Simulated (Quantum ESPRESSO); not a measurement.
Troubleshooting Quantum ESPRESSO: a failed run on Pb3SO6 (Cmcm, 20 atoms in the cell). The aim is a self-consistent single point with DFT, PBEsol, plane waves, GBRV 1.5 ultrasoft (PBESOL) pseudopotentials.

Cell that was meant: a = 8.0789 Å, b = 8.0789 Å, c = 6.0318 Å, α = 90.00°, β = 90.00°, γ = 99.96°.

Part of the input:

```fortran
ATOMIC_SPECIES
Pb   207.2000  pb_pbesol_v1.uspp.F.UPF
S     32.0600  s_pbesol_v1.4.uspp.F.UPF
O     15.9990  o_pbesol_v1.2.uspp.F
ATOMIC_POSITIONS bohr
Pb    9.817174461   -9.332086796    2.849626683
Pb    9.817174461    9.332086796    8.548880048
```

Output (repeated stretches shortened):

```
 %%%%%%%%%%%%%%%%%%%%%%%%%%%%%%%%%%%%%%%%%%%%%%%%%%%%%%%%%%%%%%%%%%%%%%%%%%%%%%
     Error in routine readpp (1):
     file ./o_pbesol_v1.2.uspp.F not found
 %%%%%%%%%%%%%%%%%%%%%%%%%%%%%%%%%%%%%%%%%%%%%%%%%%%%%%%%%%%%%%%%%%%%%%%%%%%%%%

     stopping ...
```

### Question
Read the log: what does the program object to, and what is the fix?

### Answer
The fault is a potential or basis that cannot be found. The input names a file or set that is not where the program looks, or that does not exist under that name. To fix it, correct the name or place the file. The program stopped before any SCF iteration.

An input that runs soundly differs in these lines (not the only fix; some lines may just follow from the change or write a value another way):
```diff
-O     15.9990  o_pbesol_v1.2.uspp.F
+O     15.9990  o_pbesol_v1.2.uspp.F.UPF
```

With that input, the run converged in 15 iterations: free energy E − TS -19296.7349 eV; top of the valence band (on the code's own zero) 5.08 eV; gap on the k-point mesh 2.78 eV; pressure -2.66 GPa; largest force (vector length) 0.437 eV/Å (DFT, PBEsol, plane waves, GBRV 1.5 ultrasoft (PBESOL) pseudopotentials).

On the sound input: the starting cell comes from a database of computed structures (which also holds hypothetical and non-ambient phases and stackings), without a prior relaxation at this level. Spin-orbit coupling is off.
